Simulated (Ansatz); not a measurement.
Functionals compared on CH3 on the 1x1 (111) surface of fcc Ag, one in a 2x2 cell, started at the site 'top Ag', in Ansatz (plane waves, PAW). The structure was relaxed with PBE; the other rows are single points on it, each with its references at the same level. Cutoff 420 eV (500 eV for r2SCAN).

Set-up: 20 atoms, 7.1 Å thick at the start under the adsorbate (thin: gaps and levels are the slab's own); mesh 6x6x1; 0.1 eV smearing; dipole correction on; 8 atoms held, the rest relaxed; held to the start's symmetry, so lower structures may exist; spin-polarised, no spin-orbit, no U, no dispersion correction. The starting moment vanished. At the end it is bonded to Ag. In PBE it is, or lies within 0.03 eV of, the lowest of the starts that converged. These notes are the PBE run's. r2SCAN: The program's check for a lower electronic state was not made. Adsorption energies are against CH4(g) − ½ H2(g). A negative adsorption energy means that the adsorbate is more stable on the surface than in its reference.

```
functional  adsorption energy (eV)  work function of the top face (eV)  change of the work function (eV)  magnetic moment of the cell (μB)   rough cost of the single point
----------  ----------------------  ----------------------------------  --------------------------------  --------------------------------  -------------------------------
PBE                           1.52                                4.50                              0.06                              0.00                                –
RPBE                          1.64                                4.40                              0.15                              0.00  around 2.6 core-minutes (rough)
r2SCAN                        1.45                                4.51                              0.11                              0.00           roughly 4 core-minutes
```

Ansatz is an electronic-structure program.
